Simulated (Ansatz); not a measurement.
**Equilibrium volume per atom of AlP (model structure, started from the beta GaS type, P6₃/mmc, No. 194, 8 atoms in the cell) at several levels of theory**

No measured value is used here.

Task: Put these levels in order of the equilibrium volume per atom that they give for AlP (model structure, started from the beta GaS type, P6₃/mmc, No. 194, 8 atoms in the cell), smallest first: PBE (Ansatz, an electronic-structure program), PBE-D3(BJ) (Ansatz), PBEsol (Ansatz).

Result: PBE-D3(BJ) (22.06 Å³/atom), PBEsol (23.32 Å³/atom), PBE (26.14 Å³/atom)

Ansatz's density-functional and Hartree–Fock values are scalar-relativistic unless marked +SOC, with PAW data made under PBE.

A model structure was made by putting elements into a prototype or built by hand; it is no filed structure, need not be a known phase, and can be a saddle point held by its symmetry.
